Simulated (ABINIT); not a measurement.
Input and output of a self-consistent single point for CdF2 (I4mm, 3 atoms in the cell) (ABINIT).

Computed with LDA (PW92), PAW (JTH v2.0 LDA PAW) (plane waves; ABINIT).

The change in words: 1 x 1 x 1 supercell, one Cd atom moved by 0.02 angstrom along z. Reference geometry:
```xyz
3
Lattice="0.0000 2.6869 2.6869 2.6869 0.0000 2.6869 2.6869 2.6869 0.0000" Properties=species:S:1:pos:R:3 pbc="T T T"
Cd     0.0000     0.0000     0.0000
F      1.3435     1.3435     1.3435
F      4.0304     4.0304     4.0304
```

Reference input (self-consistent single point, DFT, LDA (PW92), plane waves, PAW (JTH v2.0 LDA PAW)): pseudos = [Cd.LDA_PW-JTH.xml, F.LDA_PW-JTH.xml]; ecut = 48 Ry; pawecutdg = 96 Ry; pawxcdev = 0; occopt = 3; tsmear = 0.00073499 Ha; ngkpt = 5 5 5; nshiftk = 1; shiftk = 0 0 0; potentials = JTH v2.0 LDA PAW; nband = 18; kptopt = 1. This run's input differs from it in these lines:

```diff
@@ -7,3 +7,3 @@
          0.7071067812    0.0000000000    0.7071067812
-         0.7071067812    0.7071067812   -0.0000000000
+         0.7071067812    0.7071067812    0.0000000000
 natom 3
@@ -13,3 +13,3 @@
 xred
-         0.0000000000    0.0000000000    0.0000000000
+         0.0037220000    0.0037220000    0.9962780000
          0.2500000000    0.2500000000    0.2500000000
```

Output (repeated stretches shortened):

```
--- !BeginCycle
solver: {iscf: 17, nstep: 50, nline: 4, wfoptalg: 10, }
tolerances: {toldfe: 1.00E-09, }
...

     iter   Etot(hartree)      deltaE(h)  residm     nres2
 ETOT  1  -96.399653948193    -9.640E+01 2.317E-01 2.337E+01
 ETOT  2  -96.499388241519    -9.973E-02 2.775E-02 1.112E+01
 ETOT  3  -96.491375299870     8.013E-03 9.161E-03 5.955E-01
 ETOT  4  -96.490848938902     5.264E-04 1.315E-02 8.406E-02
 ETOT  5  -96.490786273982     6.266E-05 1.620E-02 2.974E-03
   [... 2 lines left out ...]
 ETOT  8  -96.490790362252    -7.682E-08 1.137E-02 1.752E-06
 ETOT  9  -96.490790367035    -4.783E-09 5.885E-03 1.006E-07
 ETOT 10  -96.490790367589    -5.541E-10 5.254E-03 5.033E-09
 ETOT 11  -96.490790367591    -1.535E-12 6.206E-03 6.303E-10
 At SCF step   11, etot is converged :
  for the second time, diff in etot=  1.535E-12 < toldfe=  1.000E-09

 Cartesian components of stress tensor (hartree/bohr^3)
  sigma(1 1)=  1.86806676E-04  sigma(3 2)=  0.00000000E+00
  sigma(2 2)=  1.86806676E-04  sigma(3 1)=  0.00000000E+00
  sigma(3 3)=  1.87297758E-04  sigma(2 1)=  0.00000000E+00

 ----iterations are completed or convergence reached----

 reduced coordinates (array xred) for    3 atoms
       0.003722000000      0.003722000000      0.996278000000
       0.250000000000      0.250000000000      0.250000000000
       0.750000000000      0.750000000000      0.750000000000
 cartesian forces (eV/Angstrom) at end:
    1     -0.00000000000000     0.00000000000000    -0.09077911525720
    2      0.00000000000000    -0.00000000000000     0.04538955762860
   [... lines left out ...]
 Fermi (or HOMO) energy (eV) =   2.00593   Average Vxc (eV)= -10.64925
   [... lines left out ...]
'-kT*entropy'       :  8.15359274182765E-16
total_energy        : -9.64907838675687E+01
total_energy_eV     : -2.62564775877271E+03
...

-Cartesian components of stress tensor (GPa)         [Pressure= -5.5009E+00 GPa]
- sigma(1 1)=  5.49604123E+00  sigma(3 2)=  0.00000000E+00
- sigma(2 2)=  5.49604123E+00  sigma(3 1)=  0.00000000E+00
- sigma(3 3)=  5.51048936E+00  sigma(2 1)=  0.00000000E+00

 Calculation completed.
```

The run converged in 11 iterations. Against the reference run the free energy hardly moves (within 1 meV/atom), the pressure hardly changes (-5.52 to -5.50 GPa), the largest force goes from 0.000 to 0.091 eV/Å and the gap on the mesh stays at 2.885 eV.

The starting cell has typed, rounded lattice constants, without a prior relaxation at this level. Its lattice was rescaled by up to half a per cent. For this run, on top of that: 1 x 1 x 1 supercell, one Cd atom moved by 0.02 angstrom along z. With a pressure of about -6 GPa the cell is away from its equilibrium volume at this level.
